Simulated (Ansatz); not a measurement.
**SnTe under a change: pressure 7 GPa**

Start from SnTe in the rock salt structure (space group Fm-3m, No. 225; a = 6.289 Å).

One thing is altered: a hydrostatic pressure of 7 GPa.

Computed with plane-wave PAW DFT at the PBEsol level (Ansatz, a quantum-chemistry and plane-wave program, 420 eV), scalar-relativistic without spin-orbit coupling. k-mesh 13×13×13 (Γ-centred); smearing 0.05 eV (Fermi–Dirac).

Volume per atom: 27.71 Å³ (base 31.09 Å³)
Lattice parameter a: 6.052 Å (base 6.289 Å)
Enthalpy H = E + PV relative to the base's energy: +1.28 eV/atom
Band gap: 0.11 eV (uncertain: the edges found look like a band crossing or inverted bands; both cells) (base 0.16 eV)

Final structure:

```
CELL_PARAMETERS angstrom
      0.00000     3.02614     3.02614
      3.02614     0.00000     3.02614
      3.02614     3.02614     0.00000
ATOMIC_POSITIONS crystal
  Te 0.00000 0.00000 0.00000
  Sn 0.50000 0.50000 0.50000
```

With Te present, leaving out spin-orbit coupling can change the band edges. Load acts through the strain it causes; cell and atoms are relaxed under it. Whether these cells are dynamically stable was not tested. Competing high-pressure phases were not computed. The zero or small gap of SnTe can change with the level of theory.
